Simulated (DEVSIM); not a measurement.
Device: illuminated Ge n-on-p cell, one wavelength, with a back-surface field, at 300 K.

```
layer (left to right)  material  thickness (μm)  Nd (cm⁻³)  Na (cm⁻³)   τn (s)   τp (s)  absorption coefficient (cm⁻¹)
---------------------  --------  --------------  ---------  ---------  -------  -------  -----------------------------
1                            Ge           0.460     8.2e17          -     2e-5   1.7e-5                            330
2                            Ge            72.0          -     1.1e15  0.00082  0.00082                            330
3                            Ge            1.20          -     1.7e18  0.00082  0.00082                            330
```

Left contact: ohmic, minority hole recombination velocity 3e6 cm/s. Right contact: ohmic, minority electron recombination velocity 2e6 cm/s. Voltage is applied to the left contact. Recombination: SRH at mid-gap, radiative, Auger. Light enters at the left, 2.9e18 photons cm⁻² s⁻¹, one pass, no reflection. Mobility is μmin + (μ − μmin)/(1 + (N/Nref)^α).

This is a model device: material constants are rounded textbook-type values typed into the input, and sizes, dopings and lifetimes were drawn at random. Values at 300 K.

| parameter | Ge |
|---|---|
| gap (eV) | 0.664 |
| affinity (eV) | 4 |
| permittivity | 16 |
| Nc (cm⁻³) | 1.04e19 |
| Nv (cm⁻³) | 6e18 |
| μn (cm²/Vs) | 3900 |
| μp (cm²/Vs) | 1900 |
| μn,min | 150 |
| μp,min | 100 |
| Nref,n | 2.6e17 |
| Nref,p | 4e17 |
| αn | 0.56 |
| αp | 0.6 |
| B (cm³/s) | 6.4e-14 |
| Cn (cm⁶/s) | 1e-31 |
| Cp (cm⁶/s) | 1e-31 |

DEVSIM, 1D drift-diffusion, Boltzmann statistics, complete ionisation; no tunnelling, impact ionisation, image-force lowering or self-heating.

The photon flux was swept, all else fixed.

| photon flux (cm^-2 s^-1) | short-circuit current (mA/cm²) | open-circuit voltage (V) | fill factor | largest power (mW/cm²) |
|---|---|---|---|---|
| 8.7e16 | 12.6 | 0.147 | 0.57 | 1.05 |
| 2.9e17 | 41.9 | 0.178 | 0.62 | 4.63 |
| 8.7e17 | 126 | 0.206 | 0.65 | 16.8 |
| 2.9e18 | 419 | 0.238 | 0.66 | 66.1 |
| 8.7e18 | 1260 | 0.266 | 0.67 | 224 |
| 2.9e19 | 4200 | 0.298 | 0.66 | 827 |
| 8.7e19 | 12600 | 0.327 | 0.64 | 2610 |

From the first row to the last the short-circuit current goes from 12.6 to 12600. From the first row to the last the open-circuit voltage goes from 0.147 to 0.327.
